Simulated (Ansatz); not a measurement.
**KTaO$_{3}$ (Pm-3m): band-edge transport data**

Given:

```
CELL_PARAMETERS angstrom
      3.98530     0.00000     0.00000
      0.00000     3.98530     0.00000
      0.00000     0.00000     3.98530
ATOMIC_POSITIONS crystal
  K  0.50000 0.50000 0.50000
  Ta 0.00000 0.00000 0.00000
  O  0.00000 0.50000 0.00000
  O  0.50000 0.00000 0.00000
  O  0.00000 0.00000 0.50000
```

These are PBEsol, rigid bands (plane waves, PAW, scalar-relativistic; Ansatz, a first-principles code) values and carry that method's errors. Geometry: cell and atoms relaxed with PBEsol.

```
Property                                                                                                                                                      Value
---------------------------------------------------------------------------------------------------------------------------------------  --------------------------
band gap                                                                                                                                                    2.14 eV
electron conductivity mass (300 K, dilute)                                                                                                                  0.43 mₑ
hole conductivity mass (300 K, dilute)                                                                                                                       2.0 mₑ
effective density of states N_c (300 K)                                                                                                                 5.4e19 cm⁻³
effective density of states N_v (300 K)                                                                                                                 5.2e20 cm⁻³
density-of-states mass, electrons                                                                                                                           1.66 mₑ
density-of-states mass, holes                                                                                                                                7.5 mₑ
Seebeck coefficient, n-type 1e19 cm⁻³, 300 K                                                                                                              -365 μV/K
best n-type power factor at 300 K for τ = 10 fs (best axis; densities from 1e16 to 1e21 cm⁻³ tried, whether or not they can be reached)  24 μW/(cm·K²) at 3e20 cm⁻³
Seebeck coefficient, p-type 1e19 cm⁻³, 300 K                                                                                                               554 μV/K
```

Rigid bands; masses and Seebeck coefficients take one relaxation time τ for all states and one kind of carrier; polarons and phonon drag are left out. Spin-orbit coupling is left out; with 5d elements it also splits d-like band edges.
